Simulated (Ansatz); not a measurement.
GeS (model structure, started from the 6H type, P6₃mc, No. 186, 12 atoms in the cell)

Calculation: LDA in Ansatz (PAW).

Run with plane-wave cutoff 520 eV, 18×18×4 k mesh (along the axes of the cell as run), Fermi–Dirac smearing 0.05 eV, scalar-relativistic PAW data made under PBE.

Cell (relaxed at this level):

```yaml
crystal:
  lattice:
    - [4.50026, 0.00000, 0.00000]
    - [-2.25013, 3.89734, 0.00000]
    - [0.00000, 0.00000, 15.09125]
  atoms:
    - { symbol: Ge, position: [0.00000, 0.00000, 0.02032] }
    - { symbol: Ge, position: [0.00000, 0.00000, 0.52032] }
    - { symbol: Ge, position: [0.66667, 0.33333, 0.84403] }
    - { symbol: Ge, position: [0.33333, 0.66667, 0.34403] }
    - { symbol: Ge, position: [0.66667, 0.33333, 0.18752] }
    - { symbol: Ge, position: [0.33333, 0.66667, 0.68752] }
    - { symbol: S, position: [0.00000, 0.00000, 0.85906] }
    - { symbol: S, position: [0.00000, 0.00000, 0.35906] }
    - { symbol: S, position: [0.66667, 0.33333, 0.68355] }
    - { symbol: S, position: [0.33333, 0.66667, 0.18355] }
    - { symbol: S, position: [0.66667, 0.33333, 0.02921] }
    - { symbol: S, position: [0.33333, 0.66667, 0.52921] }
```

For GeS (model structure, started from the 6H type, P6₃mc, No. 186, 12 atoms in the cell), the band gap comes out as 0.44 eV (on the SCF k mesh). The Γ–Γ gap comes out as 1.63 eV.

Note: the relaxation could raise the start's symmetry but not lower it, so the cell can be a saddle point.

Spin–orbit coupling is not included.

Static lattice: no zero-point or thermal effects.

Cost on a shared machine: about 28 core-minutes (a rough figure).

A model structure was made by putting elements into a prototype or built by hand; it is no filed structure, need not be a known phase, and can be a saddle point held by its symmetry.

Ansatz is a program for electronic structure.
